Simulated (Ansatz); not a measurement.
Functionals compared on NH3 on the 1x1 (110) surface of bcc Mo, one in a 2x2 cell, started at the site 'hollow Mo-Mo-Mo', in Ansatz (plane waves, PAW). The structure was relaxed with PBE; the other rows are single points on it, each with its references at the same level. Cutoff 420 eV (500 eV for r2SCAN).

Set-up: 20 atoms, 6.5 Å thick at the start under the adsorbate (thin: gaps and levels are the slab's own); mesh 6x6x1; 0.1 eV smearing; dipole correction on; 8 atoms held, the rest relaxed; no symmetry held; no spin, no spin-orbit, no U, no dispersion correction. At the end it is bonded to Mo. In PBE it is, or lies within 0.03 eV of, the lowest of the starts that converged. These notes are the PBE run's. Adsorption energies are against NH3(g). A negative adsorption energy means that the adsorbate is more stable on the surface than in its reference.

```json
[
 {"functional": "PBE", "adsorption energy (eV)": "-0.78", "work function of the top face (eV)": "2.57", "change of the work function (eV)": "-2.02", "rough cost of the single point": "–"},
 {"functional": "RPBE", "adsorption energy (eV)": "[?]", "work function of the top face (eV)": "[?]", "change of the work function (eV)": "[?]", "rough cost of the single point": "roughly 2.9 core-minutes"},
 {"functional": "r2SCAN", "adsorption energy (eV)": "-0.88", "work function of the top face (eV)": "2.49", "change of the work function (eV)": "-2.15", "rough cost of the single point": "very roughly 7 core-minutes"}
]
```

**Question.** Some entries are withheld; supply them.

**Answer.** 
- RPBE, adsorption energy (eV): -0.52
- RPBE, work function of the top face (eV): 2.48
- RPBE, change of the work function (eV): -1.96

Ansatz is an electronic-structure program.
